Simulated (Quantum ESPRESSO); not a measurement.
A self-consistent single point of As2Ru (Pnnm, 6 atoms in the cell) with Quantum ESPRESSO.

Level of theory: LDA (PZ), GBRV 1.5 ultrasoft (LDA) pseudopotentials (plane waves; Quantum ESPRESSO).

```
CELL_PARAMETERS angstrom
      5.43556     0.00000     0.00000
      0.00000     6.20595     0.00000
      0.00000     0.00000     3.00115
ATOMIC_POSITIONS crystal
  As 0.32922 0.86635 0.50000
  As 0.67078 0.13365 0.50000
  As 0.82922 0.63365 0.00000
  As 0.17078 0.36635 0.00000
  Ru 0.50000 0.50000 0.50000
  Ru 0.00000 0.00000 0.00000
```

Reference input (self-consistent single point, DFT, LDA (PZ), plane waves, GBRV 1.5 ultrasoft (LDA) pseudopotentials): ecutwfc = 40 Ry; ecutrho = 320 Ry; occupations = smearing; smearing = fermi-dirac; degauss = 0.000734986 Ry; potentials = {As: as_lda_v1.uspp.F.UPF, Ru: ru_lda_v1.2.uspp.F.UPF}; K_POINTS = automatic 3 3 6 0 0 0; conv_thr = 1e-10 Ry. This run's input differs from it in these lines:

```diff
@@ -37,3 +37,3 @@
 K_POINTS automatic
-3 3 6  0 0 0
+3 3 5  0 0 0
```

Output, abridged:

```
     Self-consistent Calculation

     iteration #  1     ecut=    40.00 Ry     beta= 0.70

---- Real-time Memory Report at c_bands before calling an iterative solver
           254 MiB given to the printing process from OS
            60 MiB allocation reported by mallinfo(arena+hblkhd)
------------------

     negative rho (up, down):  1.400E-01 0.000E+00

     total energy              =    -546.90546839 Ry
     estimated scf accuracy    <       2.30591467 Ry

     iteration #  2     ecut=    40.00 Ry     beta= 0.70

---- Real-time Memory Report at c_bands before calling an iterative solver
   [... lines left out ...]
           288 MiB given to the printing process from OS
            88 MiB allocation reported by mallinfo(arena+hblkhd)
------------------

     negative rho (up, down):  1.394E-01 0.000E+00

     total energy              =    -548.27747229 Ry
     estimated scf accuracy    <          2.3E-09 Ry

     iteration # 11     ecut=    40.00 Ry     beta= 0.70

---- Real-time Memory Report at c_bands before calling an iterative solver
           289 MiB given to the printing process from OS
            89 MiB allocation reported by mallinfo(arena+hblkhd)
------------------

     negative rho (up, down):  1.394E-01 0.000E+00
     End of self-consistent calculation

     the Fermi energy is    12.2274 ev

!    total energy              =    -548.27747229 Ry
     estimated scf accuracy    <          1.5E-11 Ry
     smearing contrib. (-TS)   =      -0.00000000 Ry
     internal energy E=F+TS    =    -548.27747229 Ry

     convergence has been achieved in  11 iterations

     negative rho (up, down):  1.394E-01 0.000E+00

     Forces acting on atoms (cartesian axes, Ry/au):

     atom    1 type  1   force =    -0.00347122   -0.00535308    0.00000000
     atom    2 type  1   force =     0.00347122    0.00535308   -0.00000000
     atom    3 type  1   force =    -0.00347122    0.00535308   -0.00000000
     atom    4 type  1   force =     0.00347122   -0.00535308   -0.00000000
     atom    5 type  2   force =     0.00000000    0.00000000   -0.00000000
   [... lines left out ...]
     Total force =     0.012760     Total SCF correction =     0.000002
   [... lines left out ...]

     negative rho (up, down):  1.394E-01 0.000E+00
          total   stress  (Ry/bohr**3)                   (kbar)     P=      -52.41
  -0.00033818   0.00000000   0.00000000          -49.75        0.00        0.00
   0.00000000  -0.00038965   0.00000000            0.00      -57.32        0.00
   0.00000000   0.00000000  -0.00034102            0.00        0.00      -50.17

   JOB DONE.
```

The run converged in 11 iterations. Against the reference run the free energy is nearly the same (within 1 meV/atom), the pressure hardly changes (-5.22 to -5.24 GPa), the largest force goes from 0.192 to 0.164 eV/Å and the gap on the mesh goes from 0.667 to 0.585 eV.

The starting cell comes from a database of computed structures (which also holds hypothetical and non-ambient phases and stackings), without a prior relaxation at this level. With a pressure of about -5 GPa the cell is away from its equilibrium volume at this level.

Cost on one core of a shared machine: roughly 50 s.
